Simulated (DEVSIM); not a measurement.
System: abrupt GaP n-p junction, at 300 K.

Layer 1 from the left is GaP, thickness (μm) 8.10, Nd (cm⁻³) 3.3e16, τn (s) 1.6e-6, τp (s) 1.6e-6. Layer 2 from the left is GaP, thickness (μm) 230, Na (cm⁻³) 3.9e16, τn (s) 1.6e-6, τp (s) 1.6e-6.

Left contact: ohmic. Right contact: ohmic. Voltage is applied to the left contact. Recombination: SRH at mid-gap, Auger. Mobility is μmin + (μ − μmin)/(1 + (N/Nref)^α).

Constants are typed, rounded textbook-type inputs, not results; the design itself was drawn at random and stands for no fabricated device. Values at 300 K.

GaP: gap (eV) 2.26, affinity (eV) 3.8, permittivity 11.1, Nc (cm⁻³) 1.8e19, Nv (cm⁻³) 1.9e19, μn (cm²/Vs) 250, μp (cm²/Vs) 150, μn,min 10, μp,min 10, Nref,n 4.4e18, Nref,p 1e18, αn 0.8, αp 0.85, Cn (cm⁶/s) 1e-30, Cp (cm⁶/s) 1e-30.

Model (solved in DEVSIM): 1D drift-diffusion, Boltzmann statistics, complete ionisation; no tunnelling, impact ionisation, image-force lowering or self-heating.

Dark forward current:

| |V| (V) | |J| (A/cm²) |
|---|---|
| 0.75 | 2.011e-13 |
| 0.80 | 5.416e-13 |
| 0.85 | 1.460e-12 |
| 0.90 | 3.940e-12 |
| 0.95 | 1.065e-11 |
| 1.00 | 2.885e-11 |
| 1.05 | 7.828e-11 |
| 1.10 | 2.130e-10 |
| 1.15 | 5.819e-10 |
| 1.20 | 1.600e-9 |
| 1.25 | 4.458e-9 |
| 1.30 | 1.275e-8 |
| 1.35 | 3.861e-8 |
| 1.40 | 1.304e-7 |
| 1.45 | 5.231e-7 |
| 1.50 | 2.563e-6 |
| 1.55 | 1.477e-5 |
| 1.60 | 9.370e-5 |
| 1.65 | 0.0006233 |
| 1.70 | 0.004224 |
| 1.75 | 0.02831 |
| 1.80 | 0.1699 |
| 1.85 | 0.7009 |
| 1.90 | 1.758 |
| 1.95 | 3.185 |
| 2.00 | 4.843 |

Work out the local ideality factor n = ΔV / (kT/q · ln(J2/J1)) between the rows 0.75 and 0.80 V, 1.65 and 1.70 V, 1.95 and 2.00 V.

kT/q = 25.85 mV. From 0.75 to 0.80 V: ln(5.416e-13/2.011e-13) = 0.991, n = 1.95, near the 2 of recombination in the depletion region. From 1.65 to 1.70 V: ln(0.004224/0.0006233) = 1.914, n = 1.01, near the 1 of diffusion or emission over a barrier. From 1.95 to 2.00 V: ln(4.843/3.185) = 0.419, n = 4.62; the layers' resistance at their doping, Σ W/(qμN) = 0.027 Ω cm², would take 44 mV of this step of 50 mV.

Estimate the current at 1.65 V from the Shockley equation with J0 = Σ q ni² D/(N L) coth(W/L), τ joining the SRH, radiative and Auger lifetimes that are on, and W taken as the whole layer.

ni² = 3.67 cm⁻⁶; holes in the n layer: μ = 143 cm²/Vs, D = 3.69 cm²/s, τ = 1.60e-6 s, L = 24.3 μm, W/L = 0.33, term 8.42e-32 A/cm²; electrons in the p layer: μ = 245 cm²/Vs, D = 6.32 cm²/s, τ = 1.60e-6 s, L = 31.8 μm, W/L = 7.2, term 3.00e-32 A/cm². J0 = 1.14e-31 A/cm², and J = J0 exp(qV/kT) = 0.000600 A/cm². The simulation gives 0.000623 A/cm²; the estimate lies 3.7 % below. The estimate leaves out recombination in the depletion region and that region's share of W.
